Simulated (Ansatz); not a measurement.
Consider TlBr in the zinc blende structure (space group F-43m, No. 216; a = 7.502 Å; a hypothetical phase, not in the database extracts checked).

(Cell as relaxed with PBE.)

Levels (all Ansatz, an electronic-structure program, PAW): PBE (420 eV, no spin-orbit coupling); PBEsol (420 eV, spin-orbit coupling left out).

Each level relaxes its own structure.

```
quantity                                        PBE  PBEsol
-------------------  ------------------------------  ------
volume per atom                            52.77 Å³     ___
lattice parameter a                     14.176 bohr     ___
band gap                                    2.95 eV     ___
gap character                       indirect, W → X     ___
electron mass        1.8 mₑ along k, 0.54 mₑ across     ___
```

**Question.** Given the PBE results, estimate those of PBEsol.

**Answer.** 
- volume per atom, PBEsol: 48.84 Å³
- lattice parameter a, PBEsol: 13.815 bohr
- band gap, PBEsol: 2.76 eV
- gap character, PBEsol: indirect, W → X
- electron mass, PBEsol: 1.8 mₑ along k, 0.51 mₑ across

PBE's volume per atom lies 3.93 Å³ above PBEsol's (8.0 %); PBE's lattice parameter a lies 0.361 bohr above PBEsol's (2.6 %); PBE's band gap lies 0.19 eV above PBEsol's; the two agree on the gap character. Neither level is exact; PBEsol is the comparison here, not a measurement.

Spin-orbit coupling, missing from the scalar runs, can matter with Tl. Masses are band curvatures over ±0.01 Å⁻¹ around the edge. Along k means along the line from Γ to the band edge. Whether these cells are dynamically stable was not tested.
